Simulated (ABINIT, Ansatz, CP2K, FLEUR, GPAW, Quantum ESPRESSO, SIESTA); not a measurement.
# MgSn5 (R32, 6 atoms in the cell) computed with different codes at matched settings

Self-consistent single point.

```yaml
crystal:
  lattice:
    - [2.84265, 1.64120, 5.56202]
    - [-2.84265, 1.64120, 5.56202]
    - [0.00000, -3.28241, 5.56202]
  atoms:
    - { symbol: Mg, position: [0.50000, 0.50000, 0.50000] }
    - { symbol: Sn, position: [0.66053, 0.33947, 0.00000] }
    - { symbol: Sn, position: [0.00000, 0.66053, 0.33947] }
    - { symbol: Sn, position: [0.33947, 0.00000, 0.66053] }
    - { symbol: Sn, position: [0.16639, 0.16639, 0.16639] }
    - { symbol: Sn, position: [0.83361, 0.83361, 0.83361] }
```

All programs got the same cell, k-point mesh and kind of occupations (in Ansatz's words: kpoints.mp_grid.grid = 4 4 4; scf.occupations.method = fermi_dirac; scf.occupations.width = 0.1 eV); potentials, basis and cutoffs are each program's usual ones.

```csv
code,model,pressure (GPa),largest force (eV/Å),k-points,cutoff
SIESTA,"GGA PBEsol, numerical atomic orbitals DZP, PseudoDojo PBEsol standard norm-conserving potentials (rewritten from UPF to PSML)",-0.05,0.149,44,grid 300 Ry
FLEUR,"PBEsol, all-electron FLAPW (FLEUR), scalar-relativistic valence",–,0.086,13,Kmax 3.8 1/bohr
CP2K,"PBEsol, GPW, DZVP-MOLOPT-SR-GTH basis, GTH-PBE potentials (GTH_POTENTIALS)",1.88,0.106,36,grid 1000 Ry
ABINIT,"PBEsol, norm-conserving pseudopotentials (PseudoDojo nc-sr-04 PBEsol standard)",-1.67,0.087,13,42 Ha
GPAW,"PBEsol, GPAW PAW datasets PBEsol (made by gpaw-setup)",-1.84,0.082,13,850 eV
Ansatz,"PBEsol, PAW files made with PBE",-1.65,0.085,13,default
Quantum ESPRESSO,"PBEsol, GBRV 1.5 ultrasoft (PBESOL) pseudopotentials",-1.74,0.085,13,40 Ry
```

Size of the force on each atom (eV/Å): Sizes of forces hide their directions.

```
code                Mg1    Sn2    Sn3    Sn4    Sn5    Sn6
----------------  -----  -----  -----  -----  -----  -----
SIESTA            0.000  0.149  0.149  0.149  0.017  0.017
FLEUR             0.000  0.086  0.086  0.086  0.049  0.049
CP2K              0.000  0.106  0.106  0.106  0.032  0.032
ABINIT            0.000  0.087  0.087  0.087  0.047  0.047
GPAW              0.000  0.082  0.082  0.082  0.050  0.050
Ansatz            0.000  0.085  0.085  0.085  0.049  0.049
Quantum ESPRESSO  0.000  0.085  0.085  0.085  0.048  0.048
```

A dash marks a value that a program does not give, or that is left out as unsure.

The spread over the programs that give each value: pressure within 3.72 GPa; largest force within 0.067 eV/Å.

The starting cell comes from a database of computed structures (which also holds hypothetical and non-ambient phases and stackings), without a prior relaxation at this level. Its lattice was rescaled by a random factor within 2.5 % of one.

Question: Why do the programs differ, and what cannot be compared?

Answer: Differences of this kind can come from the potentials, where these differ, and from what each basis and cutoff leave unconverged. The valence holds different numbers of electrons (SIESTA 80, FLEUR 80, CP2K 30, ABINIT 80, GPAW 80, Ansatz (a quantum-chemistry and plane-wave program) 80, Quantum ESPRESSO 80). The zero of total energies and Fermi levels follows the potentials and each program's conventions, so they are not compared here. SIESTA and CP2K use small atom-centred bases, whose incompleteness enters pressures, forces and empty levels differently from a plane-wave cutoff. FLEUR treats all electrons, but the usual bases taken here (sphere radii, linearisation, local orbitals, empty states) were not tested for convergence, so the values are no reference for the others. Ansatz's pressure is given at a fixed set of plane waves, as the other plane-wave codes print theirs. The programs reduce the same mesh by symmetry to different extents, which changes the work and not the result. In the pressure, SIESTA (by 1.66) and CP2K (by 3.59) lie more than 1 GPa from the median of the plane-wave programs.

Keys are those of Ansatz 0.2.
